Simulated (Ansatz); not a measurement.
# Hypothetical NiAs type KH: isotropic strain +3.80 %

Take KH in the NiAs type structure (space group P6_3/mmc, No. 194; a = 3.855 Å, c = 6.826 Å; a hypothetical phase, not in the database extracts checked) as the base.

Now apply this change: every lattice vector is stretched by 3.80 %; the atoms relax in the strained cell.

Computed with Ansatz (a program for electronic structure) PBEsol, no spin-orbit coupling. k-mesh 10×10×5 (Γ-centred); smearing 0.05 eV (Fermi–Dirac).

| quantity | base | changed | shift |
|---|---|---|---|
| volume per atom | 21.96 Å³ | 24.56 Å³ | +2.60 Å³ |
| space group | P6_3/mmc (No. 194) | P6_3/mmc (No. 194) | – |
| shortest interatomic distance | 2.804 Å | 2.911 Å | +0.107 Å |
| energy relative to the base (free energy F) | 0 meV/atom | +12 meV/atom | +12 meV/atom |
| band gap | 3.25 eV | 3.16 eV | -0.09 eV |
| gap character | indirect, M → Γ | indirect, M → Γ | – |
| width of the top valence band | 1.35 eV | 1.21 eV | -0.14 eV |
| electron mass | 0.31 mₑ along c, 0.68 mₑ across (at Γ) | 0.31 mₑ along c, 0.71 mₑ across (at Γ) | – |

Effective masses come from finite differences of ±0.01 Å⁻¹. Stability against distortions was not tested.
